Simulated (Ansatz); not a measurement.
The starting structures come from a database of crystals and need not be the phases stable at ambient conditions.

 Where the default PAW files enter, the runs use the earlier of Ansatz's two default sets.

The decay constant κ of evanescent states in the gap governs leakage through a thin film.

Given:

```
CELL_PARAMETERS angstrom
      3.99359     0.00000     0.00000
     -1.99680     3.45855     0.00000
      0.00000     0.00000     6.58611
ATOMIC_POSITIONS crystal
  Ga 0.33333 0.66667 0.99998
  Ga 0.66667 0.33333 0.49998
  As 0.33333 0.66667 0.37402
  As 0.66667 0.33333 0.87402
```

Space group of this cell: P6_3mc, wurtzite. The cell is taken as given; by LDA its mean pressure is -2.4 GPa.

Transport runs along the normal of the first two printed cell vectors, the (001) plane of the conventional cell.

The gap is the functional's own. No spin-orbit coupling. Mid-gap values are interpolated on the energy grid.

### Question
Estimate the band gap and the smallest decay constant κ at mid-gap that LDA in Ansatz (a first-principles code) returns for this system.

### Answer
Gap 0.25 eV on a 12×12×6 mesh; κ = 0.022 1/Å, at the zone centre.
